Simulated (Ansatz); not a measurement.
Fluorite AuAl2, treated with PBE0 in Ansatz (plane waves, PAW).

Run with plane-wave cutoff 460 eV, 8×8×8 k mesh, Fermi–Dirac smearing 0.05 eV, scalar-relativistic PAW data made under PBE.

Pressure at four volumes; x = ln(V/18.171 Å³). One pressure is withheld.

```csv
V (Å³/atom),x,P (GPa)
17.199,-0.0550,6.83
18.171,0.0000,-0.38
18.557,0.0210,-2.68
19.009,0.0451,?
```

Q: Pass a parabola P(x) through the three rows shown, estimate the bulk modulus and its pressure derivative near zero pressure, and predict the withheld pressure.

A: Slopes between the rows: (-0.38 − (6.83))/(0.0000 − (-0.0550)) = -131.09 and (-2.68 − (-0.38))/(0.0210 − (0.0000)) = -109.52 GPa. Their difference over the span 0.0760 is c = 21.57/0.0760 = 283.8 GPa, so P(x) = 6.83 + (-131.09)(x − (-0.0550)) + 283.8 (x − (-0.0550))(x − (0.0000)). At the middle row B = −dP/dx = −[-131.09 + 283.8 × 0.0550] = 115.5 GPa, and B′ = dB/dP = 2c/B = 4.9. At x = 0.0451 the parabola gives -5.01 GPa; the run gives -5.04 GPa. The Birch–Murnaghan fit to the energies at all volumes has B0 = 117 GPa and B′ = 4.7.

Spin–orbit coupling is not included; it can shift volumes and moduli of such heavy elements.

Ansatz is a program for electronic structure.
